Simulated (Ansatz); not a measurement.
The starting structures come from a database of crystals and need not be the phases stable at ambient conditions.

Input:

```
CELL_PARAMETERS angstrom
      7.89350     0.00000     0.00000
     -2.63117     7.44206     0.00000
      2.63117     3.72103     6.44501
ATOMIC_POSITIONS crystal
  Hg 0.06128 0.81128 0.75000
  Hg 0.43872 0.68872 0.25000
  Hg 0.25000 0.06128 0.18872
  Hg 0.75000 0.43872 0.31128
  Hg 0.81128 0.25000 0.93872
  Hg 0.68872 0.75000 0.56128
  Se 0.50000 0.00000 0.94724
  Se 0.44724 0.44724 0.55276
  Se 0.00000 0.05276 0.50000
  Se 0.05276 0.50000 0.00000
  Cl 0.50000 0.00000 0.47141
  Cl 0.97141 0.97141 0.02859
  Cl 0.00000 0.52859 0.50000
  Cl 0.52859 0.50000 0.00000
```

Space group of this cell: I2_13. The cell was relaxed by PBE-D3(BJ).

Transport runs along the normal of the first two printed cell vectors, the (110) plane of the conventional cell.

The gap is the functional's own, uncorrected, and κ follows it; spin-orbit coupling is left out. Mid-gap values are interpolated between the computed energies.

**Question.** Compute, with r2SCAN (Ansatz, a first-principles code), the band gap and the smallest decay constant κ at mid-gap.

**Answer.** Gap 2.21 eV on a 6×6×6 mesh; κ = 0.268 1/Å, at the zone centre.
